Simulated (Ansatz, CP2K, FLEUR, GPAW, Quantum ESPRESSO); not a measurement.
# One structure in several programs: ZrAu₃ (Pmmn, 8 atoms in the cell)

Self-consistent single point, at a second geometry (lattice scaled by 0.98). First geometry:

```
ZrAu3
1.0
    4.78263     0.00000     0.00000
    0.00000     6.02935     0.00000
    0.00000     0.00000     4.84371
Zr Au
2 6
Cartesian
  2.39131   3.01468   3.20126
  0.00000   0.00000   1.64245
  2.39131   4.54396   0.80066
  2.39131   1.48539   0.80066
  0.00000   4.50007   4.04304
  0.00000   1.52928   4.04304
  0.00000   3.01468   1.64638
  2.39131   0.00000   3.19733
```

Shared settings, as Ansatz (a first-principles code) writes them: kpoints.mp_grid.grid = 3 3 3; scf.occupations.method = gaussian; scf.occupations.width = 0.272 eV. Potentials and cutoffs stand in the table.

```tsv
code	model	ΔF from the first geometry (meV/atom)	pressure (GPa)	largest force (eV/Å)	cutoff
Quantum ESPRESSO	PBEsol, GBRV 1.5 ultrasoft (PBESOL) pseudopotentials	60.6	16.45	0.262	40 Ry
Ansatz	PBEsol, PAW files made with PBE	63.3	16.91	0.253	default
CP2K	PBEsol, GPW, DZVP-MOLOPT-SR-GTH basis, GTH-PBE potentials (GTH_POTENTIALS)	105.9	24.47	0.262	grid 500 Ry
FLEUR	PBEsol, all-electron FLAPW (FLEUR), scalar-relativistic valence	–	–	0.269	Kmax 4 1/bohr
GPAW	PBEsol, GPAW PAW datasets PBEsol (made by gpaw-setup)	74.5	18.80	0.249	550 eV
```

Size of the force on each atom (eV/Å): Sizes of forces hide their directions.

```json
[
 {"code": "Quantum ESPRESSO", "Zr1": "0.124", "Zr2": "0.124", "Au3": "0.163", "Au4": "0.163", "Au5": "0.163", "Au6": "0.163", "Au7": "0.262", "Au8": "0.262"},
 {"code": "Ansatz", "Zr1": "0.127", "Zr2": "0.127", "Au3": "0.163", "Au4": "0.163", "Au5": "0.163", "Au6": "0.163", "Au7": "0.253", "Au8": "0.253"},
 {"code": "CP2K", "Zr1": "0.154", "Zr2": "0.154", "Au3": "0.254", "Au4": "0.254", "Au5": "0.255", "Au6": "0.255", "Au7": "0.262", "Au8": "0.262"},
 {"code": "FLEUR", "Zr1": "0.136", "Zr2": "0.136", "Au3": "0.166", "Au4": "0.166", "Au5": "0.166", "Au6": "0.166", "Au7": "0.269", "Au8": "0.269"},
 {"code": "GPAW", "Zr1": "0.126", "Zr2": "0.126", "Au3": "0.190", "Au4": "0.190", "Au5": "0.190", "Au6": "0.190", "Au7": "0.249", "Au8": "0.249"}
]
```

A dash marks a value that a program does not give, or that is left out as unsure.

On Ansatz's run: spin-orbit coupling is off.

The spread over the programs that give each value: ΔF from the first geometry within 45.3 meV/atom; pressure within 8.02 GPa; largest force within 0.020 eV/Å.

CP2K uses small atom-centred bases, whose incompleteness enters pressures, forces and empty levels differently from a plane-wave cutoff. FLEUR treats all electrons, but the usual bases taken here (sphere radii, linearisation, local orbitals, empty states) were not tested for convergence, so the values are no reference for the others. Ansatz's pressure is given at a fixed set of plane waves, as the other plane-wave codes print theirs; with its correction for the finite basis it is 16.96 GPa. In the pressure, CP2K (by 7.56) and GPAW (by 1.89) lie more than 1 GPa from the median of the plane-wave programs. In the force vectors, CP2K (by 0.131) lies more than 0.08 eV/Å from the median of the plane-wave programs.

The shared mesh is coarse (it stands for a supercell whose shortest vector is 14 Å), so the values are not converged in it.

The starting cell comes from a database of computed structures (which also holds hypothetical and non-ambient phases and stackings), without a prior relaxation at this level. Its lattice was rescaled by a random factor within 2.5 % of one. For this run, on top of that: lattice scaled by 0.98.

Left out of this page: Elk (not drawn, or without a comparable value).

Keys are those of Ansatz 0.2.
